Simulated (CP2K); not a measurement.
Input and output of a self-consistent single point for Ba3Pb5 (Cmcm, 16 atoms in the cell) (CP2K)

Method of the run: LDA (Pade form), GPW, DZVP-MOLOPT-SR-GTH basis, GTH-PADE potentials (GTH_POTENTIALS) (CP2K 2026.2).

This input was run:

```
&GLOBAL
  PROJECT run
  RUN_TYPE ENERGY_FORCE
  PRINT_LEVEL MEDIUM
&END GLOBAL
&FORCE_EVAL
  METHOD Quickstep
  STRESS_TENSOR ANALYTICAL
  &DFT
    BASIS_SET_FILE_NAME BASIS_MOLOPT
    POTENTIAL_FILE_NAME GTH_POTENTIALS
    &QS
      METHOD GPW
      EPS_DEFAULT 1E-11
    &END QS
    &MGRID
      CUTOFF 500
      REL_CUTOFF 50
      NGRIDS 5
    &END MGRID
    &SCF
      SCF_GUESS ATOMIC
      EPS_SCF 1E-7
      MAX_SCF 100
      ADDED_MOS 17
      &DIAGONALIZATION
        ALGORITHM STANDARD
      &END DIAGONALIZATION
      &MIXING
        METHOD BROYDEN_MIXING
        ALPHA 0.2
        NBUFFER 8
      &END MIXING
      &SMEAR ON
        METHOD FERMI_DIRAC
        ELECTRONIC_TEMPERATURE [K] 1160.45
      &END SMEAR
    &END SCF
    &KPOINTS
      SCHEME MONKHORST-PACK 3 3 2
      GAMMA_CENTERED T
    &END KPOINTS
    &XC
      &XC_FUNCTIONAL PADE
      &END XC_FUNCTIONAL
    &END XC
    &PRINT
      &MO
        EIGENVALUES T
        OCCUPATION_NUMBERS T
        NDIGITS 8
        FILENAME mo
        &EACH
          QS_SCF 0
        &END EACH
        ADD_LAST NUMERIC
      &END MO
      &MULLIKEN ON
      &END MULLIKEN
    &END PRINT
  &END DFT
  &SUBSYS
    &CELL
      A 7.18276600 0.00000000 0.00000000
      B 1.47766600 7.02912800 0.00000000
      C 0.00000000 0.00000000 11.38000000
      PERIODIC XYZ
    &END CELL
    &COORD
      SCALED
      Pb       0.01436000     0.58378000     0.25000000
      Pb       0.98564000     0.41622000     0.75000000
      Pb       0.58378000     0.01436000     0.75000000
      Pb       0.41622000     0.98564000     0.25000000
      Pb       0.80496000     0.19504000     0.55398000
      Pb       0.19504000     0.80496000     0.05398000
      Pb       0.19504000     0.80496000     0.44602000
      Pb       0.80496000     0.19504000     0.94602000
      Pb       0.46201000     0.53799000     0.25000000
      Pb       0.53799000     0.46201000     0.75000000
      Ba       0.70685000     0.70685000     0.00000000
      Ba       0.29315000     0.29315000     0.50000000
      Ba       0.29315000     0.29315000     0.00000000
      Ba       0.70685000     0.70685000     0.50000000
      Ba       0.86440000     0.13560000     0.25000000
      Ba       0.13560000     0.86440000     0.75000000
    &END COORD
    &KIND Pb
      BASIS_SET DZVP-MOLOPT-SR-GTH
      POTENTIAL GTH-PADE-q4
    &END KIND
    &KIND Ba
      BASIS_SET DZVP-MOLOPT-SR-GTH
      POTENTIAL GTH-PADE-q10
    &END KIND
  &END SUBSYS
  &PRINT
    &FORCES ON
    &END FORCES
    &STRESS_TENSOR ON
    &END STRESS_TENSOR
  &END PRINT
&END FORCE_EVAL
```

Output, abridged:

```
 GLOBAL| Method name                                                        CP2K
 GLOBAL| Project name                                                        run
 GLOBAL| Run type                                                   ENERGY_FORCE

 CELL| Volume [angstrom^3]:                                           574.560059
 CELL| Vector a [angstrom]:       7.183     0.000     0.000   |a| =     7.182766
 CELL| Vector b [angstrom]:       1.478     7.029     0.000   |b| =     7.182767
 CELL| Vector c [angstrom]:       0.000     0.000    11.380   |c| =    11.380000
 CELL| Angle (b,c), alpha [degree]:                                    90.000000
 CELL| Angle (a,c), beta  [degree]:                                    90.000000
 CELL| Angle (a,b), gamma [degree]:                                    78.128128
 CELL| Numerically orthorhombic:                                              NO
 CELL| Periodicity                                                           XYZ

 DFT| Spin restricted Kohn-Sham (RKS) calculation                            RKS
 DFT| Multiplicity                                                             1
 DFT| Number of spin states                                                    1
 DFT| Charge                                                                   0
 DFT| XC density smoothing                                                  NONE
 DFT| XC derivatives                                                          PW

 QS| Method:                                                                 GPW
 QS| Density plane wave grid type                        NON-SPHERICAL FULLSPACE
 QS| Number of grid levels:                                                    5
 QS| Density cutoff [a.u.]:                                                250.0
 QS| Multi grid cutoff [a.u.]: 1) grid level                               250.0
   [... lines left out ...]
 BRILLOUIN|     5           0.11111       -0.33333        0.33333        0.00000
 BRILLOUIN|     6           0.11111       -0.33333        0.33333        0.50000
 BRILLOUIN|     7           0.11111        0.00000       -0.33333        0.00000
 BRILLOUIN|     8           0.11111        0.00000       -0.33333        0.50000
 BRILLOUIN|     9           0.05556        0.00000        0.00000        0.00000
 BRILLOUIN|    10           0.05556        0.00000        0.00000        0.50000
 *******************************************************************************

 Extrapolation method: initial_guess

 Re-scaling the density matrix to get the right number of electrons
                  # Electrons              Trace(P)               Scaling factor
                          100               100.000                        1.000

 Number of electrons:                                                        100
 Number of occupied orbitals:                                                 50
 Number of molecular orbitals:                                                67

 Number of orbital functions:                                                214
 Number of independent orbital functions:                                    214
 SCF WAVEFUNCTION OPTIMIZATION

  Step     Update method      Time    Convergence         Total energy    Change
     1 NoMix/Diag. 0.20E+00      -     1.73012813      -192.0149201934 -1.92E+02
     2 Broy./Diag. 0.20E+00      -     0.00660465      -190.7604876398  1.25E+00
     3 Broy./Diag. 0.20E+00      -     0.02131772      -190.2185094664  5.42E-01
     4 Broy./Diag. 0.20E+00      -     0.00415357      -190.1667098778  5.18E-02
     5 Broy./Diag. 0.20E+00      -     0.00417374      -190.1714185672 -4.71E-03
     6 Broy./Diag. 0.20E+00      -     0.00085718      -190.1818855058 -1.05E-02
     7 Broy./Diag. 0.20E+00      -     0.00018520      -190.1861539937 -4.27E-03
     8 Broy./Diag. 0.20E+00      -     0.00011470      -190.1874102015 -1.26E-03
     9 Broy./Diag. 0.20E+00      -     0.00000739      -190.1874587737 -4.86E-05
    10 Broy./Diag. 0.20E+00      -     0.00001390      -190.1873377230  1.21E-04
    11 Broy./Diag. 0.20E+00      -     0.00000283      -190.1872586886  7.90E-05
    12 Broy./Diag. 0.20E+00      -     0.00000388      -190.1872438468  1.48E-05
    13 Broy./Diag. 0.20E+00      -     0.00000029      -190.1872394864  4.36E-06
    14 Broy./Diag. 0.20E+00      -     0.00000025      -190.1872406022 -1.12E-06
    15 Broy./Diag. 0.20E+00      -     0.00000003      -190.1872414027 -8.01E-07
  *** SCF run converged in    15 steps ***

  Electronic density on regular grids:        -99.9999999999        0.0000000001
  Core density on regular grids:               99.9999999970       -0.0000000030
  Total charge density on r-space grids:       -0.0000000029
  Total charge density g-space grids:          -0.0000000029

  Overlap energy of the core charge distribution:               0.00000000024554
  Self energy of the core charge distribution:               -386.53204486875075
  Core Hamiltonian energy:                                     75.18393731076175
  Hartree energy:                                             153.45088881776937
  Exchange-correlation energy:                                -32.28117353693239
  Electronic entropic energy:                                  -0.00884912569448
  Fermi energy:                                                 0.19279967722224

  Total energy:                                              -190.18724140273679
  Total energy (extrapolated to T->0):                       -190.18281683988954

                     Mulliken Population Analysis

 #  Atom  Element  Kind  Atomic population                           Net charge
       1     Pb       1          4.694355                             -0.694355
       2     Pb       1          4.694355                             -0.694355
       3     Pb       1          4.694355                             -0.694355
       4     Pb       1          4.694355                             -0.694355
       5     Pb       1          4.742546                             -0.742546
       6     Pb       1          4.742546                             -0.742546
       7     Pb       1          4.742546                             -0.742546
       8     Pb       1          4.742546                             -0.742546
       9     Pb       1          4.565760                             -0.565760
      10     Pb       1          4.565760                             -0.565760
      11     Ba       2          8.805512                              1.194488
      12     Ba       2          8.805512                              1.194488
   [... lines left out ...]
 FORCES|      7  5.96113636E-04 -7.34461488E-04 -4.79335564E-03   4.88580019E-03
 FORCES|      8 -5.96112350E-04  7.34460539E-04 -4.79335523E-03   4.88579948E-03
 FORCES|      9 -2.70006405E-03  3.32670422E-03  2.49198002E-09   4.28454278E-03
 FORCES|     10  2.70006381E-03 -3.32670379E-03  1.84797186E-09   4.28454229E-03
 FORCES|     11 -6.53596852E-04 -5.30486467E-04 -4.76468888E-09   8.41786634E-04
 FORCES|     12  6.53596362E-04  5.30486979E-04 -4.65570888E-09   8.41786576E-04
 FORCES|     13  6.53597866E-04  5.30485737E-04  4.28739192E-09   8.41786961E-04
 FORCES|     14 -6.53598978E-04 -5.30486228E-04  3.56739487E-09   8.41788134E-04
 FORCES|     15  1.09686834E-04 -1.35140015E-04 -1.63622399E-09   1.74051789E-04
 FORCES|     16 -1.09687517E-04  1.35140916E-04 -8.73069764E-11   1.74052919E-04
 FORCES| Sum     5.68677050E-14  7.33527822E-14  2.72766408E-14
 FORCES| Total atomic force                                       9.67397626E-14

 STRESS| Analytical stress tensor [bar]
 STRESS|                        x                   y                   z
 STRESS|      x       -1.52389133242E+04  -3.55632272486E+03  -1.88151969768E-04
 STRESS|      y       -3.55632272486E+03  -1.37437339913E+04   3.89918225573E-04
 STRESS|      z       -1.88151969768E-04   3.89918225573E-04  -1.61749287984E+04
 STRESS| 1/3 Trace                                            -1.50525253713E+04
```

The run converged in 15 iterations.

The starting cell comes from a database of published, mostly measured structures (it also holds non-ambient and calculated ones), without a prior relaxation at this level. Values carry the incompleteness of an atom-centred basis.

Cost on one core of a shared machine: roughly 2 min.
